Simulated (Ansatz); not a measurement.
The parent structure is HgSe in the zinc blende structure (space group F-43m, No. 216; a = 6.2600 Å). Axes: x, y, z lie along the cube axes.

Computed with PBE (Ansatz, a program for electronic structure), no spin-orbit coupling.

Now apply this change: an isotropic linear strain of +3.00 %, atoms relaxed at fixed cell.

### Question
Predict the stress tensor and what it implies for the stiffness.

### Answer
Stress of the strained cell less that of the base (GPa, compression positive):
```
   -3.0     0.0     0.0
    0.0    -3.0     0.0
    0.0     0.0    -3.0
```

Then B = −ΔP/(ΔV/V₀) with ΔV/V₀ = 0.0927 gives secant stiffness values (nonlinear terms included at this strain): B ≈ 32 GPa.

As a check, the harmonic strain energy −½ V₀ Δσ:ε is 26 meV/atom; the computed energy rise is 29 meV/atom.

Whether these cells are dynamically stable was not tested. The final runs are not spin-polarised.
